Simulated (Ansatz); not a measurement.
ZrSi2: response to strain

Start from ZrSi2 (space group Cmcm, No. 63; a = 3.689 Å, b = 14.858 Å, c = 3.667 Å). Axes: x, y, z lie along a, b, c of the conventional cell.

Strains are applied to the cell and any free atomic positions relax; under biaxial strain the out-of-plane vector relaxes too.

Calculations: Ansatz (an electronic-structure program), r2SCAN, PAW, cutoff 500 eV, no SOC.

Candidates:
(a) isotropic strain −4.82 %
(b) strain tensor (xx, yy, zz, yz, xz, xy) = (−2.33, +0.22, +0.47, +1.33, +0.25, −1.39) %
(c) uniaxial strain ε_zz = −4.50 %
(d) biaxial strain −2.12 %, plane normal [001], relaxed out of plane

Notes on the quantities. energy relative to the base: free energy F.

Question: Order them by energy relative to the base, highest first.

Answer: (a) isotropic strain −4.82 % (+170 meV/atom), (c) uniaxial strain ε_zz = −4.50 % (+34 meV/atom), (b) strain tensor (xx, yy, zz, yz, xz, xy) = (−2.33, +0.22, +0.47, +1.33, +0.25, −1.39) % (+16 meV/atom), (d) biaxial strain −2.12 %, plane normal [001], relaxed out of plane (+13 meV/atom)

Without a gap, meshes like the base's 13×13×13 leave anisotropic stresses uncertain by several tenths of a GPa, and small strain energies with them. Stability against distortions was not tested. The final runs are not spin-polarised.
